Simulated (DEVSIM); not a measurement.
Device: Ru/AlN/SiO2/p-Si capacitor, at 250 K.

Layer 1 from the left is AlN, thickness (nm) 5.20. Layer 2 from the left is SiO2, thickness (nm) 0.830. Layer 3 from the left is Si, thickness (nm) 1100, Na (cm⁻³) 2.6e17.

Metal gate on the left, work function 4.7 eV. Fixed charge at the semiconductor interface -3.4e10 cm⁻² (in units of +e); no interface traps.

This is a model device: material constants are rounded textbook-type values typed into the input, and sizes, dopings and lifetimes were drawn at random. Values at 300 K; Nc and Nv go as T^1.5, mobilities as T to minus their exponent, the gap by Varshni's rule with the affinity fixed.

AlN: gap (eV) 6.1, affinity (eV) 1.9, permittivity 8.5. SiO2: gap (eV) 9, affinity (eV) 0.9, permittivity 3.9. Si: gap (eV) 1.124, affinity (eV) 4.05, permittivity 11.7, Nc (cm⁻³) 2.86e19, Nv (cm⁻³) 3.1e19, Varshni α (eV/K) 0.000473, Varshni β (K) 636.

DEVSIM, 1D Poisson equation in equilibrium, Boltzmann statistics, complete ionisation; no quantum confinement or tunnelling. Metal contacts follow the ideal Schottky-Mott rule: no Fermi-level pinning, no interface dipoles.

Question: What does the simulation give for the minimum of the low-frequency capacitance, the threshold voltage (band bending 2φF), the flat-band voltage?

Answer: minimum of the low-frequency capacitance 0.142 μF/cm²; threshold voltage (band bending 2φF) 0.82 V; flat-band voltage -0.38 V.
